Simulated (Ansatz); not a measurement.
## Al2O3 in the corundum structure (space group R-3c, No. 167)

```cif
data_Al4O6
_chemical_formula_sum 'Al4 O6'
_space_group_name_H-M_alt 'P 1'
_space_group_IT_number 1
_cell_length_a 5.13978
_cell_length_b 5.13978
_cell_length_c 5.13978
_cell_angle_alpha 55.341
_cell_angle_beta 55.341
_cell_angle_gamma 55.341
loop_
_space_group_symop_operation_xyz
  'x, y, z'
loop_
_atom_site_label
_atom_site_type_symbol
_atom_site_fract_x
_atom_site_fract_y
_atom_site_fract_z
_atom_site_occupancy
Al1 Al 0.35206 0.35206 0.35206 1
Al2 Al 0.14794 0.14794 0.14794 1
Al3 Al 0.64794 0.64794 0.64794 1
Al4 Al 0.85206 0.85206 0.85206 1
O1 O 0.55587 0.94413 0.25000 1
O2 O 0.25000 0.55587 0.94413 1
O3 O 0.94413 0.25000 0.55587 1
O4 O 0.44413 0.05587 0.75000 1
O5 O 0.75000 0.44413 0.05587 1
O6 O 0.05587 0.75000 0.44413 1
```

All numbers come from PBEsol, PAW, 420 eV (Ansatz, a first-principles code; no SOC). k-mesh 8×8×8 (Γ-centred); smearing 0.05 eV (Fermi–Dirac).

- Volume per atom: 8.56 Å³
- Density: 3.96 g/cm³
- Band gap: 6.03 eV, direct at Γ
- Electron mass: 0.40 mₑ along c, 0.37 mₑ across
- Lowest conduction-band minima above the VBM: Γ 6.03 eV
- Total energy: -547.885 eV/atom (σ→0; compares only within this code and set-up)

Masses are band curvatures over ±0.01 Å⁻¹ around the edge. No phonon test of stability was made.
